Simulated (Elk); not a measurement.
Worked example: self-consistent single point of LaNi2B2C (I4/mmm, 6 atoms in the cell) in Elk.

Method of the run: PBEsol, all-electron FP-LAPW, Elk's shipped species files, default APW+lo basis (Elk).

```yaml
crystal:
  lattice:
    - [-1.88921, 1.88921, 4.90920]
    - [1.88921, -1.88921, 4.90920]
    - [1.88921, 1.88921, -4.90920]
  atoms:
    - { symbol: La, position: [0.00000, 0.00000, 0.00000] }
    - { symbol: Ni, position: [0.75000, 0.25000, 0.50000] }
    - { symbol: Ni, position: [0.25000, 0.75000, 0.50000] }
    - { symbol: B, position: [0.34813, 0.34813, 0.00000] }
    - { symbol: B, position: [0.65187, 0.65187, 0.00000] }
    - { symbol: C, position: [0.50000, 0.50000, 0.00000] }
```

Reference input (self-consistent single point, DFT, LDA (PW92), all-electron FP-LAPW, Elk's shipped species files, default APW+lo basis): swidth = 0.00367493 Ha; ngridk = 8 8 8; maxscl = 100. This run's input differs from it in these lines:

```diff
@@ -2,2 +2,5 @@
   0
+
+xctype
+  22
```

Log, with long lists cut:

```
│ Self-consistent loop started │
│ Loop number : 1 │
 total energy                :     -11628.6215604
│ Loop number : 2 │
 total energy                :     -11629.0689179
RMS change in Kohn-Sham potential (target) :    4.351954623     (  0.1000000000E-05)
Absolute change in total energy (target)   :   0.4473575036     (  0.1000000000E-03)
│ Loop number : 3 │
 total energy                :     -11596.9082395
RMS change in Kohn-Sham potential (target) :    3.541842318     (  0.1000000000E-05)
Absolute change in total energy (target)   :    32.04883907     (  0.1000000000E-03)
│ Loop number : 4 │
   [... lines left out ...]
Absolute change in total energy (target)   :   0.3936358607E-03 (  0.1000000000E-03)
│ Loop number : 17 │
 total energy                :     -11621.1373180
RMS change in Kohn-Sham potential (target) :   0.1595819001E-05 (  0.1000000000E-05)
Absolute change in total energy (target)   :   0.1605332727E-05 (  0.1000000000E-03)
│ Loop number : 18 │
 total energy                :     -11621.1373528
RMS change in Kohn-Sham potential (target) :   0.3759345153E-06 (  0.1000000000E-05)
Absolute change in total energy (target)   :   0.3437879059E-04 (  0.1000000000E-03)
Convergence targets achieved

│ Loop number : 19 │

Energies :
 Fermi                       :     0.364351410650
 total energy                :     -11621.1373847

Density of states at Fermi energy :    67.85333069
 (states/Hartree/unit cell)

Estimated indirect band gap :   0.3365704860E-03
 from k-point     11 to k-point      2
Estimated direct band gap   :   0.4289100238E-02
 at k-point     23

Charges :
 core                        :    76.00000000
 valence                     :    53.00000000
 interstitial                :    8.949294871
 muffin-tins (core leakage)
  species :    1 (La)
   atom    1                 :    54.73812381     (  0.2259332765E-03)
  species :    2 (Ni)
   atom    1                 :    27.54625282     (  0.2918669680E-03)
   atom    2                 :    27.54625282     (  0.2918669680E-03)
   [... lines left out ...]
   atom    2                 :    3.047953266     (  0.1217123901E-02)
  species :    4 (C)
   atom    1                 :    4.124169156     (  0.1396715718E-03)
 total in muffin-tins        :    120.0507051
 total calculated charge     :    128.9841806
 total charge                :    129.0000000
 error                       :   0.1581940599E-01

│ Self-consistent loop stopped │
```

The run converged in 19 iterations. The count includes the last loop, which Elk runs after its targets are met. 

The starting cell comes from a database of computed structures (which also holds hypothetical and non-ambient phases and stackings), without a prior relaxation at this level. Spin polarisation is off. Values depend on the basis (sphere radii, cutoffs, local orbitals), which need not be converged. The log's line on a gap gives a spacing of levels on this mesh, which the program prints for metals too.

Cost on one core of a shared machine: roughly 70 s.
